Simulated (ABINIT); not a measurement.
A self-consistent single point of Tc3Ir (P6_3/mmc, 8 atoms in the cell) with ABINIT.

Method: PBEsol, PAW (JTH v2.0 PBE PAW, files made for PBE) (plane waves; ABINIT 10.0.3).

The change in words: lattice scaled by 0.98. Reference geometry:
```
CELL_PARAMETERS angstrom
      5.49573     0.00000     0.00000
     -2.74787     4.75944     0.00000
      0.00000     0.00000     4.34201
ATOMIC_POSITIONS crystal
  Tc 0.83969 0.16031 0.75000
  Tc 0.16031 0.83969 0.25000
  Tc 0.67938 0.83969 0.25000
  Tc 0.32062 0.16031 0.75000
  Tc 0.83969 0.67938 0.75000
  Tc 0.16031 0.32062 0.25000
  Ir 0.66667 0.33333 0.25000
  Ir 0.33333 0.66667 0.75000
```

Reference input (self-consistent single point, DFT, PBEsol, plane waves, PAW (JTH v2.0 PBE PAW, files made for PBE)): pseudos = [Tc.GGA_PBE-JTH.xml, Ir.GGA_PBE-JTH.xml]; ecut = 544 eV; pawecutdg = 1088 eV; pawxcdev = 0; ixc = -116133; occopt = 3; tsmear = 0.00183747 Ha; ngkpt = 5 5 5; nshiftk = 1; shiftk = 0 0 0; potentials = JTH v2.0 PBE PAW; nband = 75. This run's input differs from it in these lines:

```diff
@@ -3,6 +3,6 @@
 pseudos "Tc.GGA_PBE-JTH.xml, Ir.GGA_PBE-JTH.xml"
-acell 10.3854247815 10.3854247815 8.2052097304
+acell 10.1777157333 10.1777157333 8.0411059137
 rprim
-         1.0000000000   -0.0000000051    0.0000000000
-        -0.4999999956    0.8660254063    0.0000000000
+         1.0000000000    0.0000000367    0.0000000000
+        -0.5000000318    0.8660253854    0.0000000000
          0.0000000000    0.0000000000    1.0000000000
@@ -13,10 +13,10 @@
 xcart
-         7.8880936187    1.4418347834    6.1539072978
-        -2.6953811824    7.5522068802    2.0513024326
-         2.6953812589    7.5522068529    2.0513024326
-         2.4973311774    1.4418348107    6.1539072978
-         5.1927124217    6.1103720170    6.1539072978
-         0.0000000146    2.8836696466    2.0513024326
-         5.1927124059    2.9980138703    2.0513024326
-         0.0000000304    5.9960277932    6.1539072978
+         7.7303312676    1.4129983340    6.0308294353
+        -2.6414737246    7.4011622304    2.0102764784
+         2.6414731811    7.4011624244    2.0102764784
+         2.4473843619    1.4129981400    6.0308294353
+         5.0888576468    5.9881644642    6.0308294353
+        -0.0000001038    2.8259961002    2.0102764784
+         5.0888577588    2.9380536460    2.0102764784
+        -0.0000002158    5.8761069184    6.0308294353
 ecut 544 eV
```

Log, with long lists cut:

```
--- !BeginCycle
solver: {iscf: 17, nstep: 60, nline: 4, wfoptalg: 10, }
tolerances: {tolvrs: 1.00E-12, }
...

     iter   Etot(hartree)      deltaE(h)  residm     nres2
 ETOT  1  -634.98504318650    -6.350E+02 1.884E+00 6.044E+01
 ETOT  2  -643.46057428978    -8.476E+00 9.395E-02 3.498E+01
 ETOT  3  -643.44546541628     1.511E-02 1.405E-01 1.294E+01
 ETOT  4  -643.46857786609    -2.311E-02 2.042E-02 1.994E+01
 ETOT  5  -643.43626915817     3.231E-02 5.032E-02 2.573E-01
   [... 12 lines left out ...]
 ETOT 18  -643.43806284969    -3.149E-11 6.999E-04 2.028E-11
 ETOT 19  -643.43806284970    -6.025E-12 1.014E-03 2.761E-12
 ETOT 20  -643.43806284970    -2.501E-12 7.253E-04 1.438E-12
 ETOT 21  -643.43806284971    -2.501E-12 7.697E-04 2.735E-13
 At SCF step   21       nres2   =  2.74E-13 < tolvrs=  1.00E-12 =>converged.

 Cartesian components of stress tensor (hartree/bohr^3)
  sigma(1 1)= -5.84115820E-04  sigma(3 2)=  0.00000000E+00
  sigma(2 2)= -5.84115817E-04  sigma(3 1)=  0.00000000E+00
  sigma(3 3)= -5.81215357E-04  sigma(2 1)=  7.91841478E-13

 ----iterations are completed or convergence reached----

 reduced coordinates (array xred) for    8 atoms
       0.839690000017      0.160310000021      0.750000000000
       0.160310000009      0.839690000030      0.250000000000
       0.679380000022      0.839690000030      0.250000000000
       0.320620000004      0.160310000021      0.750000000000
       0.839690000017      0.679380000034      0.750000000000
       0.160310000009      0.320620000017      0.250000000000
   [... lines left out ...]
 Fermi (or HOMO) energy (hartree) =   0.65617   Average Vxc (hartree)=  -0.51960
   [... lines left out ...]
'-kT*entropy'       : -1.75346712082551E-03
total_energy        : -6.43438062886035E+02
total_energy_eV     : -1.75088401193267E+04
...

-Cartesian components of stress tensor (GPa)         [Pressure=  1.7157E+01 GPa]
- sigma(1 1)= -1.71852779E+01  sigma(3 2)=  0.00000000E+00
- sigma(2 2)= -1.71852778E+01  sigma(3 1)=  0.00000000E+00
- sigma(3 3)= -1.70999433E+01  sigma(2 1)=  2.32967767E-08

 Calculation completed.
```

The run converged in 21 iterations. Against the reference run the free energy goes up by 27.4 meV/atom, the pressure goes from -5.53 to 17.16 GPa and the largest force goes from 0.192 to 0.484 eV/Å.

The starting cell comes from a database of computed structures (which also holds hypothetical and non-ambient phases and stackings), without a prior relaxation at this level. For this run, on top of that: lattice scaled by 0.98. Spin polarisation is off. The potentials were made for another functional than the one used. With a pressure of about 17 GPa the cell is away from its equilibrium volume at this level.

Cost on one core of a shared machine: roughly 8 min.
